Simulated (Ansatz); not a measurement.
**Response to strain in Ag**

Consider Ag in the fcc (Cu type) structure (space group Fm-3m, No. 225; relaxed with 0.1 eV smearing).

```xyz
1
Lattice="0.0000 2.0745 2.0745 2.0745 0.0000 2.0745 2.0745 2.0745 0.0000" Properties=species:S:1:pos:R:3 pbc="T T T"
Ag     0.0000     0.0000     0.0000
```

Strains are applied to the cell and any free atomic positions relax.

The values are results of PBE/PAW in Ansatz (a first-principles code), scalar-relativistic without spin-orbit coupling, earlier PAW set, not measurements.

```json
[
 {"isotropic strain (%)": "-2.91", "pressure (GPa)": "10.4"},
 {"isotropic strain (%)": "-1.22", "pressure (GPa)": "?"},
 {"isotropic strain (%)": "0", "pressure (GPa)": "0.0"},
 {"isotropic strain (%)": "1.31", "pressure (GPa)": "-3.2"},
 {"isotropic strain (%)": "2.55", "pressure (GPa)": "-5.5"}
]
```

Q: Fit P = P₀ − Bδ + Cδ² with δ = (1 + ε)³ − 1 to the rows shown and predict the withheld row.

A: Least squares on the printed values gives P₀ = 0.0 GPa, B = 95.2 GPa, C = 318 GPa (largest residual 0.1 GPa); this predicts 3.9 GPa, and the run gives 3.7 GPa, 0.2 lower.

Whether these cells are dynamically stable was not tested.
